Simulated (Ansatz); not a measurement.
# Response to strain in Sr3SbN

Base system: Sr3SbN in the anti-perovskite structure (space group Pm-3m, No. 221; a = 5.131 Å; a cell from a computed database, its experimental status unchecked). Axes: x, y, z lie along the cube axes.

Strains are applied to the cell and any free atomic positions relax; under biaxial strain the out-of-plane vector relaxes too; under stress the whole cell relaxes.

All numbers come from Kohn–Sham DFT with the PBEsol functional, run in Ansatz (a first-principles code) with PAW and 420 eV plane waves, no spin-orbit coupling.

Notes on the quantities. pressure: mean of the normal stresses, compression positive.

```tsv
case	pressure	out-of-plane strain	band gap
base	0.00 GPa	–	0.18 eV
biaxial strain −0.96 %, plane normal [001], relaxed out of plane	[?]	+0.36 %	0.10 eV
biaxial strain +4.76 %, plane normal [110], relaxed out of plane	-3.07 GPa	[?]	0.12 eV
biaxial strain −0.45 %, plane normal [111], relaxed out of plane	0.35 GPa	[?]	0.16 eV
uniaxial stress, 3 GPa compression along x	–	–	zero
```

Task: What belongs in the blanks?

Result: 
- biaxial strain −0.96 %, plane normal [001], relaxed out of plane, pressure: 0.82 GPa
- biaxial strain +4.76 %, plane normal [110], relaxed out of plane, out-of-plane strain: -1.87 %
- biaxial strain −0.45 %, plane normal [111], relaxed out of plane, out-of-plane strain: +0.21 %

Spin-orbit coupling, missing from the scalar runs, can matter with Sb. Beyond what the load breaks, stability against distortions was not tested. The final runs are not spin-polarised. Gaps under 0.05 eV, about the width of the smearing, are given as zero. A zero or small gap of Sr3SbN can be the functional's error rather than a property of the material.
